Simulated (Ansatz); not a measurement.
BeCl₂ (Ibam, No. 72) was calculated with G0W0@PBEsol in Ansatz (hard PAW, contour deformation, complete-basis limit).

Numerical settings: largest k mesh 6×6×6 (not extrapolated in the mesh).

Cell (measured lattice):

```cif
data_Be2Cl4
_chemical_formula_sum 'Cl4 Be2'
_space_group_name_H-M_alt 'P 1'
_space_group_IT_number 1
_cell_length_a 6.15284
_cell_length_b 6.15284
_cell_length_c 6.15284
_cell_angle_alpha 129.131
_cell_angle_beta 74.321
_cell_angle_gamma 129.729
loop_
_space_group_symop_operation_xyz
  'x, y, z'
loop_
_atom_site_label
_atom_site_type_symbol
_atom_site_fract_x
_atom_site_fract_y
_atom_site_fract_z
_atom_site_occupancy
Cl1 Cl 0.11171 0.20700 0.31871 1
Cl2 Cl 0.88829 0.79300 0.68129 1
Cl3 Cl 0.38829 0.70700 0.09529 1
Cl4 Cl 0.61171 0.29300 0.90471 1
Be1 Be 0.25000 0.25000 0.00000 1
Be2 Be 0.75000 0.75000 0.00000 1
```

Question: Give the computed band gap.

Answer: 
band gap: 9.29 eV (indirect)

Note: the correction to the complete basis was taken at k points off the band edges; cell and atoms aren't relaxed at this level; the gap holds a correction of +0.39 eV to the complete basis, taken at k points off the band edges.

Computed values are for the static lattice.

Ansatz is a quantum-chemistry and plane-wave program.
